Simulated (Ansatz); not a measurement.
Fluorite CoSi₂ was calculated with LDA (Ansatz, an electronic-structure program, plane waves, PAW).

Run with plane-wave cutoff 520 eV, 14×14×14 k mesh, Fermi–Dirac smearing 0.1 eV, perturbation theory, no spin polarisation, scalar-relativistic PAW data made under PBE.

The cell has the measured lattice parameters. Conventional cell: a = 5.3560 Å, b = 5.3560 Å, c = 5.3560 Å, α = 90.00°, β = 90.00°, γ = 90.00°.

Harmonic phonon frequencies (cm⁻¹; i marks an imaginary mode):

```json
[
 {"q point": "Γ", "frequencies": "0 0 0 316 316 316 317 317 317"},
 {"q point": "X", "frequencies": "184 184 248 259 259 274 358 358 361"},
 {"q point": "L", "frequencies": "114 114 293 300 300 324 338 338 340"}
]
```

No imaginary mode appears at these points.

Note: the cell isn't this level's own, so it is under some stress, which shifts stiffness and frequencies.
